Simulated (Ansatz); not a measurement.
**A computed series for Ag2S: pressure series**

Base system: Ag2S in the anti-fluorite structure (space group Fm-3m, No. 225; a = 6.090 Å; a model cell, its experimental status unchecked).

Cell and atoms are relaxed at each pressure.

Calculations: Kohn–Sham DFT with the PBEsol functional, run in Ansatz (a quantum-chemistry and plane-wave program) with PAW and 420 eV plane waves, without spin-orbit coupling, earlier PAW set.

Two rows of this table had their results exchanged by mistake.

| pressure | volume per atom (Å³) | shortest distance (Å) | band gap |
|---|---|---|---|
| pressure −2 GPa | 19.33 | 2.660 | zero |
| pressure −1 GPa | 19.07 | 2.648 | zero |
| pressure 3 GPa | 18.20 | 2.608 | zero |
| pressure 7 GPa | 17.54 | 2.576 | zero |
| pressure 15 GPa | 16.53 | 2.525 | zero |
| pressure 30 GPa | 15.25 | 2.458 | zero |
| pressure 50 GPa | 12.44 | 2.297 | zero |
| pressure 75 GPa | 13.15 | 2.340 | zero |
| pressure 100 GPa | 14.12 | 2.396 | zero |

Question: Which two?

Answer: The rows for pressure 50 GPa and pressure 100 GPa: the volume has to fall steadily with pressure, so 14.12 Å³ belongs to pressure 50 GPa and 12.44 Å³ to pressure 100 GPa.

Load acts through the strain it causes; cell and atoms are relaxed under it. Stability against distortions was not tested. Competing high-pressure phases were not computed. All final runs are without spin polarisation. This is not the structure that Ag2S has at room temperature and ambient pressure. A zero or small gap of Ag2S can be the functional's error rather than a property of the material.
